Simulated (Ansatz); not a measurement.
Base system: ZnSe in the zinc blende structure (space group F-43m, No. 216).

```
CELL_PARAMETERS angstrom
      0.00000     2.81676     2.81676
      2.81676     0.00000     2.81676
      2.81676     2.81676     0.00000
ATOMIC_POSITIONS crystal
  Se 0.75000 0.75000 0.75000
  Zn 0.00000 0.00000 0.00000
```

Cartesian axes are those of the cell as printed.

All numbers come from Ansatz (a quantum-chemistry and plane-wave program) PBEsol, scalar-relativistic without spin-orbit coupling.

Before the change:

Valley order: Γ 1.24 eV; L along ⟨111⟩ 2.48 eV

Now apply this change: compressive biaxial strain of 1.98 % in the plane normal to [110], as in epitaxy on a mismatched substrate; the out-of-plane cell vector and the atoms relax.

Task: Estimate the effect on the valley order, in-plane stress, energy relative to the base and ratio −ε⊥/ε∥.

Result: The valley order (the lowest conduction-band minima on the path, energy above the VBM, named in the base's zone) changes from Γ 1.24 eV; L along ⟨111⟩ 2.48 eV to Γ 1.23 eV; L along [1-11] 2.27 eV; X along [001] 2.48 eV; L along [111] 2.58 eV; the mean in-plane stress (compression positive) amounts to +2.4 GPa; the energy rises by 6.7 meV/atom; the ratio −ε⊥/ε∥ comes out as 0.81.

The levels and masses belong to the bands next to the band gap. Whether these cells are dynamically stable was not tested.
